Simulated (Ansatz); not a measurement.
Structures of equal composition on the (0001) surface of hcp Ti: a layer of Ge in place of the second plane; a layer of Ge in place of the third plane. The slabs share one bottom face, and each structure is named by its start. These are constructed structures in small cells; real faces may alloy, dewet or reconstruct in larger ones, and not all known structures of the face are among them. Slabs of about 12 Å with all that they carry, Fermi-Dirac smearing of 0.1 eV. Bottom of the slabs: a bare face, its two planes held. Relaxed from the named starts with such symmetry as they have, on meshes of like density; energies extrapolated to zero smearing; no spin-orbit coupling, no U. Spin-polarised runs, if any, are marked in brackets, and their order is one that fits the cell; the others ran without spin.

Method: PBE (plane waves to 420 eV, PAW; Ansatz, an electronic-structure program).

Task: Put the candidates in order of energy per 1x1 cell, lowest first, for PBE.

Result: a layer of Ge in place of the third plane (0.000 eV), a layer of Ge in place of the second plane (0.187 eV)
